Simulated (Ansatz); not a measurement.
Take BP in the zinc blende structure (space group F-43m, No. 216; a = 4.537 Å) as the base.

The change: hydrostatic tension (pressure −2 GPa).

Levels (all Ansatz, a quantum-chemistry and plane-wave program, PAW): r2SCAN (500 eV, without spin-orbit coupling); HSE06+SOC (420 eV, noncollinear with spin-orbit coupling).

The geometry is relaxed with r2SCAN.

| Item | Result |
|---|---|
| r2SCAN valence-band top at Γ | 0.00, 0.00, 0.00 eV |
| r2SCAN band gap | 1.43 eV |

Question: Predict the valence-band top at Γ and band gap from HSE06+SOC.

Answer: The valence-band top at Γ (three highest Kramers pairs, from the VBM) becomes 0.00, 0.00, -0.05 eV (r2SCAN: 0.00, 0.00, 0.00 eV); the band gap rises by 0.53 eV to 1.96 eV. The threefold valence maximum splits by Δso ≈ 46 meV.

Single points use the geometry relaxed with r2SCAN. Their cutoffs differ, which shifts pressures a little. HSE06 gaps are upper bounds (no full band path). The spin-orbit shifts are approximate. Load acts through the strain it causes; cell and atoms are relaxed under it. Stability against distortions was not tested.
